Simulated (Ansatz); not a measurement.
For Ag (P6₃/mmc, No. 194, 4 atoms in the cell; start COD 1509194; another form than the element's usual one), PBEsol in Ansatz (plane waves, PAW) gives:

equilibrium lattice constant a: 2.864 Å
c axis length: 9.384 Å
cohesive energy: 3.08 eV/atom

Problem. What does r²SCAN+rVV10 (Ansatz, a quantum-chemistry and plane-wave program, plane waves, PAW) give for the same quantities?

Solution. 
- lattice constant a: 2.881 Å (increases by 0.6 %)
- lattice parameter c: 9.433 Å (grows by 0.5 %)
- cohesive energy: 3.17 eV/atom (rises by 0.09 eV/atom)

Changes are worked out from the printed values.

Unless a cell is named, each level is at its own relaxed cell (PBEsol 16.67, r²SCAN+rVV10 16.95 Å³/atom).

Caveats: the relaxation could not lower the start's symmetry, so the cell can be a saddle point above a distorted one (PBEsol, r²SCAN+rVV10). Ansatz's density-functional and Hartree–Fock values are scalar-relativistic unless marked +SOC, with PAW data made under PBE.
